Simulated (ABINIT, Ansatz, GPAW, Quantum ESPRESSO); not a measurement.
Code comparison for CsMg₆Zn (Amm2, 8 atoms in the cell)

Self-consistent single point, at a second geometry (lattice scaled by 0.98). First geometry:

```
CELL_PARAMETERS angstrom
      5.22621     0.00000     0.00000
      0.00000     2.97643     9.19614
      0.00000    -2.97643     9.19614
ATOMIC_POSITIONS crystal
  Cs 0.50000 0.70909 0.70909
  Mg 0.50000 0.68543 0.18239
  Mg 0.50000 0.18239 0.68543
  Mg 0.00000 0.79901 0.28633
  Mg 0.00000 0.28633 0.79901
  Mg 0.00000 0.38303 0.38303
  Mg 0.00000 0.89103 0.89103
  Zn 0.50000 0.06368 0.06368
```

Shared settings, as Ansatz (a program for electronic structure) writes them: kpoints.mp_grid.grid = 3 3 3; scf.occupations.method = gaussian; scf.occupations.width = 0.1 eV. Potentials and cutoffs stand in the table.

```csv
code,model,ΔF from the first geometry (meV/atom),pressure (GPa),largest force (eV/Å),cutoff
Quantum ESPRESSO,"LDA (PW92), PseudoDojo standard norm-conserving (LDA) pseudopotentials",-13.6,-0.50,0.091,85 Ry
Ansatz,"LDA (PW92), PAW files made with PBE",-14.0,-0.53,0.091,default
ABINIT,"LDA (PW92), PAW (JTH v2.0 LDA PAW)",-13.5,-0.53,0.087,816 eV
GPAW,"LDA (Perdew-Wang 92), GPAW PAW datasets LDA (gpaw-data 1.0.1)",-14.0,-0.52,0.094,850 eV
```

Size of the force on each atom (eV/Å): Sizes of forces hide their directions.

```tsv
code	Cs1	Mg2	Mg3	Mg4	Mg5	Mg6	Mg7	Zn8
Quantum ESPRESSO	0.025	0.063	0.063	0.068	0.068	0.023	0.067	0.091
Ansatz	0.024	0.062	0.062	0.063	0.063	0.018	0.061	0.091
ABINIT	0.023	0.058	0.058	0.068	0.068	0.023	0.067	0.087
GPAW	0.023	0.064	0.064	0.063	0.063	0.017	0.060	0.094
```

The spread over the programs that give each value: ΔF from the first geometry within 0.5 meV/atom; pressure within 0.03 GPa; largest force within 0.007 eV/Å.

Ansatz's pressure is given at a fixed set of plane waves, as the other plane-wave codes print theirs.

The shared mesh is coarse (it stands for a supercell whose shortest vector is 15 Å), so the values are not converged in it.

The starting cell comes from a database of computed structures (which also holds hypothetical and non-ambient phases and stackings), without a prior relaxation at this level. For this run, on top of that: lattice scaled by 0.98.

Left out of this page: CP2K (unsound by tests on forces, stress, charge or solver warnings); Elk (not drawn, or without a comparable value).

Keys are those of Ansatz 0.2.
